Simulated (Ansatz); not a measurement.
The parent structure is HfN in the rock salt structure (space group Fm-3m, No. 225; relaxed with 0.1 eV smearing).

```
HfN
1.0
    0.00000     2.23415     2.23415
    2.23415     0.00000     2.23415
    2.23415     2.23415     0.00000
Hf N
1 1
Cartesian
  0.00000   0.00000   0.00000
  2.23415   2.23415   2.23415
```

Cartesian axes are those of the cell as printed.

Computed with LDA/PAW in Ansatz (a program for electronic structure), scalar-relativistic without spin-orbit coupling.

Strains are applied to the cell and any free atomic positions relax; under biaxial strain the out-of-plane vector relaxes too.

One change was made to it. Results:

The energy increases by 19 meV/atom; the shortest interatomic distance falls by 0.028 bohr, from 4.222 bohr to 4.194 bohr.

Which of these changes matches the shifts?
A) biaxial strain +2.00 %, plane normal [001], relaxed out of plane
B) biaxial strain +0.50 %, plane normal [001], relaxed out of plane
C) biaxial strain −1.50 %, plane normal [001], relaxed out of plane
D) biaxial strain −2.50 %, plane normal [001], relaxed out of plane

A, biaxial strain +2.00 %, plane normal [001], relaxed out of plane. For comparison, the energy relative to the base in the other runs: biaxial strain +0.50 %, plane normal [001], relaxed out of plane gives +1.3 meV/atom; biaxial strain −2.50 %, plane normal [001], relaxed out of plane gives +36 meV/atom; biaxial strain −1.50 %, plane normal [001], relaxed out of plane gives +12 meV/atom.

Whether these cells are dynamically stable was not tested. The final runs are not spin-polarised. An odd electron count without spin: HfN.
